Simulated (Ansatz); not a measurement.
Input:

```xyz
4
Lattice="4.2475 0.0000 0.0000 -2.1238 3.6785 0.0000 0.0000 0.0000 7.1492" Properties=species:S:1:pos:R:3 pbc="T T T"
Cd     0.0000     2.4523     0.0230
Cd     2.1238     1.2262     3.5976
Se     0.0000     2.4523     2.6650
Se     2.1238     1.2262     6.2396
```

No spin polarisation.

Calculations: Ansatz (a quantum-chemistry and plane-wave program) LDA, no SOC. Settings: 9×9×5 k-points, 0.05 eV Fermi–Dirac smearing.

Q: Predict the band gap, width of the top valence band, gap character and electron mass.

A: The band gap is 0.34 eV, the width of the top valence band comes out as 1.83 eV and the gap character comes out as direct at Γ. The electron mass comes out as 0.045 mₑ along z, 0.039 mₑ across (at Γ).

The cells carry an imposed strain or load. Effective masses come from finite differences of ±0.01 Å⁻¹. No phonon test of stability was made. The cell was made from CdSe in the wurtzite structure (space group P6_3mc, No. 186) by this change: uniaxial strain ε_zz = +3.00 %.
